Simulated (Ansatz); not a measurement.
# NiO under a change: biaxial strain −3.58 %, plane normal [110], relaxed out of plane

The parent structure is NiO in the rock salt structure (space group Fm-3m, No. 225; a = 4.1906 Å; ferromagnetic). Axes: x, y, z lie along the cube axes.

One thing is altered: biaxial strain −3.58 %, plane normal [110], relaxed out of plane (Cartesian); in-plane vectors clamped, the third vector and the atoms free.

Calculations: Kohn–Sham DFT with the r2SCAN functional, run in Ansatz (an electronic-structure program) with PAW and 500 eV plane waves, no spin-orbit coupling, earlier PAW set. Γ-centred 13×13×13 mesh, Fermi–Dirac width 0.05 eV.

The volume per atom decreases by 0.35 Å³ to 8.85 Å³ and the shortest interatomic distance decreases by 0.075 Å (2.095 Å → 2.020 Å). The energy rises by 28 meV/atom and the pressure (mean of the normal stresses, compression positive) goes from zero to 9.34 GPa. The band gap decreases by 0.345 eV (0.85 eV → 0.51 eV) and the gap character is indirect, S → Γ. The smallest direct gap drops by 0.22 eV (1.74 eV → 1.52 eV) and the magnetic state stays ferromagnetic. The largest site moment hardly moves (1.67 μB against 1.65 μB) and the out-of-plane strain amounts to +3.49 %. The ratio −ε⊥/ε∥ is 0.97 and the mean in-plane stress (compression positive) comes out as +14.0 GPa.

Stability against distortions was not tested. No Hubbard U is applied and the magnetic state is the run's own (NiO ferromagnetic); other magnetic orders, which need larger cells, were not tried and can change the gap. Where the two band edges lie in opposite spin channels, the gap is a spin-flip gap. In its common phase, real NiO is an antiferromagnetic insulator at low temperature. k-point labels follow each cell's own Brillouin zone.
